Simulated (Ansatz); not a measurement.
Base system: SiC (space group P6_3mc, No. 186; a = 3.094 Å, c = 10.129 Å). Axes: x lies along a and z along c of the hexagonal cell.

Method: PBE, PAW, 420 eV (Ansatz, a first-principles code; no spin-orbit coupling).

Strains are applied to the cell and any free atomic positions relax.

One change was made to it. Results:

| quantity | base | after |
|---|---|---|
| pressure (mean of the normal stresses, compression positive) | 0.0 kbar | 50.7 kbar |
| energy relative to the base (free energy F) | 0 meV/atom | +9.1 meV/atom |
| smallest direct gap | 3.34 eV | 3.37 eV |

Problem. Name the change that was made.
A) uniaxial strain ε_zz = −3.00 %
B) uniaxial strain ε_zz = −1.50 %
C) uniaxial strain ε_zz = −0.75 %
D) uniaxial strain ε_zz = −2.25 %

Solution. D, uniaxial strain ε_zz = −2.25 %. For comparison, the energy relative to the base in the other runs: uniaxial strain ε_zz = −3.00 % gives +16 meV/atom; uniaxial strain ε_zz = −1.50 % gives +4.0 meV/atom; uniaxial strain ε_zz = −0.75 % gives +1.0 meV/atom.

Stability against distortions was not tested.
